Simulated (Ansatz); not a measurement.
We consider InP (model structure, started from the BeO type, P4₂/mnm, No. 136, 8 atoms in the cell), described by LDA (Ansatz, a first-principles code, PAW).

Settings: plane-wave cutoff 520 eV, 6×6×8 k mesh (along the axes of the cell as run), Fermi–Dirac smearing 0.01 eV, scalar-relativistic PAW data made under PBE.

Cell (relaxed with PBEsol):

InP has the tetragonal space group P4₂/mnm (No. 136), Pearson symbol tP8. Cell: a = 7.175 Å, b = 7.175 Å, c = 4.162 Å, α = 90.00°, β = 90.00°, γ = 90.00°. In on 4g has 4 P at 2.526–2.575 Å. P on 4f sees 4 In at 2.526–2.575 Å. (Neighbours: up to the widest gap in distance over summed covalent radii, below 1.35, at either atom; cation-cation and far metal-metal contacts left out.)

### Question
Give the computed band gap.

### Answer

- band gap = 0.57 eV

Note: the relaxation could raise the start's symmetry but not lower it, so the cell can be a saddle point; cell and atoms aren't relaxed at this level (pressure -1.6 GPa).

Spin–orbit coupling is not included.

Static lattice: no zero-point or thermal effects.

It cost about 40 core-seconds (a rough figure) of CPU time.

A model structure was made by putting elements into a prototype or built by hand; it is no filed structure, need not be a known phase, and can be a saddle point held by its symmetry.
